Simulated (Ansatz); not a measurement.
Consider BP in the zinc blende structure (space group F-43m, No. 216; a = 4.520 Å). Axes: x, y, z lie along the cube axes.

The values are results of PBEsol/PAW in Ansatz (an electronic-structure program), without spin-orbit coupling, not measurements.

Before the change:

- Shortest interatomic distance = 3.699 bohr
- Band gap = 1.11 eV

Modification: tensile biaxial strain of 1.79 % in the plane normal to [001], as in epitaxy on a mismatched substrate; the out-of-plane cell vector and the atoms relax.

Problem. Predict the new shortest interatomic distance.

Solution. The shortest interatomic distance increases by 0.034 bohr, from 3.699 bohr to 3.733 bohr.

Problem. What happens to the in-plane stress?

Solution. The mean in-plane stress (compression positive) is -6.6 GPa.

Problem. What happens to the band gap?

Solution. The band gap falls by 0.34 eV to 0.77 eV.

Stability against distortions was not tested.
